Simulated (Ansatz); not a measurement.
Base system: MgO in the rock salt structure (space group Fm-3m, No. 225).

```yaml
crystal:
  lattice:
    - [0.00000, 2.10707, 2.10707]
    - [2.10707, 0.00000, 2.10707]
    - [2.10707, 2.10707, 0.00000]
  atoms:
    - { symbol: Mg, position: [0.00000, 0.00000, 0.00000] }
    - { symbol: O, position: [0.50000, 0.50000, 0.50000] }
```

All numbers come from Kohn–Sham DFT with the PBEsol functional, run in Ansatz (a quantum-chemistry and plane-wave program) with PAW and 420 eV plane waves, scalar-relativistic without spin-orbit coupling.

Carriers are added at fixed cell with a uniform background; the Fermi–Dirac width is that of 300 K.

One change was made to it. Results:

| quantity | base | after |
|---|---|---|
| gap between the host's bands | 4.62 eV | 4.64 eV |
| Fermi level relative to the doped band's edge (positive inside the band; to 0.05 eV) | – | +0.05 eV |
| gap character | direct at Γ | direct at Γ |

What was done to the base?
A) electrons 5.0×10^21 cm⁻³
B) holes 5.0×10^20 cm⁻³
C) electrons 2.0×10^22 cm⁻³

B, holes 5.0×10^20 cm⁻³. For comparison, the Fermi level from band edge in the other runs: electrons 2.0×10^22 cm⁻³ gives +3.35 eV; electrons 5.0×10^21 cm⁻³ gives +2.00 eV.

Carriers are added with a uniform compensating background; total energy and stress of such cells depend on the potential's zero and are not compared; many-body gap narrowing is missing at this level. Whether these cells are dynamically stable was not tested. The base started in Pnma and relaxed to Fm-3m at this level.
